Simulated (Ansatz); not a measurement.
**A computed series for Y: pressure series**

Consider Y in the hcp (Mg type) structure (space group P6_3/mmc, No. 194).

```
Y
1.0
    3.65602     0.00000     0.00000
   -1.82801     3.16621     0.00000
    0.00000     0.00000     5.67832
Y
2
Direct
  0.33333   0.66667   0.75000
  0.66667   0.33333   0.25000
```

Cell and atoms are relaxed at each pressure.

Computed with PBE/PAW in Ansatz (a program for electronic structure), no SOC.

Candidates:
(a) pressure −1 GPa
(b) pressure 15 GPa
(c) pressure 30 GPa

Before the change:

- c/a ratio = 1.553

Task: Order them by c/a ratio, highest first.

Result: (c) pressure 30 GPa (1.615), (b) pressure 15 GPa (1.580), (a) pressure −1 GPa (1.553)

Load acts through the strain it causes; cell and atoms are relaxed under it. Stability against distortions was not tested. No other phases were tried under pressure. The final runs are not spin-polarised.
